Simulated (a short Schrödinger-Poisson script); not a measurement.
# MOS inversion layer, HfO2 on p-type Si(100)

System: MOS inversion layer, HfO2 on p-type Si(100), at 300 K.

```csv
layer,material,thickness (nm),Na (cm⁻³)
1,HfO2,10.9,-
2,Si,1400,1.8e17
```

The device is made up for the run: typed textbook-type constants, with dimensions and the other settings drawn at random. HfO2: permittivity 22, conduction-band edge (eV) 1.55, gap (eV) 5.7, electron mass (mₑ) 0.2. Si: permittivity 11.7, conduction-band edge (eV) 0, gap (eV) 1.124, Nv at 300 K (cm⁻³) 3.1e19.

Channel valleys (confinement mass, in-plane density-of-states mass, number): Δ2 0.916, 0.19, 2; Δ4 0.19, 0.417, 4. At the gate the conduction-band edge of layer 1 lies 1.67 eV − eVg above the Fermi level of the channel; the field vanishes at the back. Gaps are held at their typed values at every temperature. Mesh 0.03 nm at interfaces.

Solved with a short Schrödinger-Poisson script written for these runs: 1D Poisson equation in equilibrium, electrons quantum, Hartree (BenDaniel-Duke, 12 states a valley, the channel's in-plane mass for all, wave functions ending at the dielectric), parabolic valleys, classical holes, full ionisation, no traps, pinning or gate leakage.

| Vg (V) | electrons (cm⁻²) | C (μF/cm²) | Δ2 E0 (meV) | Δ2 E1 (meV) | Δ4 E0 (meV) | Δ4 E1 (meV) |
|---|---|---|---|---|---|---|
| -0.1 | 3.23e6 | 0.141 | 385.7 | 427.1 | 423.9 | 492.1 |
| 0 | 9.84e7 | 0.133 | 296.0 | 339.5 | 336.1 | 407.9 |
| 0.1 | 3.06e9 | 0.141 | 206.0 | 251.4 | 247.9 | 322.9 |
| 0.2 | 7.39e10 | 0.408 | 122.4 | 170.0 | 166.3 | 244.4 |
| 0.3 | 4.74e11 | 0.944 | 72.0 | 123.4 | 119.7 | 200.8 |
| 0.4 | 1.13e12 | 1.17 | 46.5 | 102.6 | 99.0 | 182.9 |
| 0.5 | 1.89e12 | 1.27 | 30.1 | 91.1 | 87.5 | 173.7 |
| 0.6 | 2.70e12 | 1.33 | 17.9 | 83.3 | 79.8 | 168.1 |
| 0.7 | 3.54e12 | 1.37 | 7.9 | 77.7 | 74.2 | 164.2 |
| 0.8 | 4.40e12 | 1.40 | -0.7 | 73.2 | 69.8 | 161.4 |
| 0.9 | 5.28e12 | 1.42 | -8.4 | 69.4 | 66.1 | 159.1 |
| 1 | 6.17e12 | 1.43 | -15.4 | 66.2 | 63.0 | 157.3 |
| 1.1 | 7.06e12 | 1.45 | -21.9 | 63.4 | 60.2 | 155.8 |
| 1.2 | 7.97e12 | 1.46 | -28.0 | 60.9 | 57.7 | 154.5 |
| 1.3 | 8.88e12 | 1.47 | -33.8 | 58.5 | 55.4 | 153.4 |
| 1.4 | 9.80e12 | 1.48 | -39.4 | 56.4 | 53.3 | 152.4 |
| 1.5 | 1.07e13 | 1.48 | -44.9 | 54.3 | 51.3 | 151.4 |
| 1.6 | 1.17e13 | 1.49 | -50.2 | 52.4 | 49.4 | - |
| 1.7 | 1.26e13 | 1.50 | -55.3 | - | - | - |

Gate voltages with under 1e6 electrons/cm² are left out.

Subbands count from the Fermi level; a dash marks a level above the dielectric's band edge.
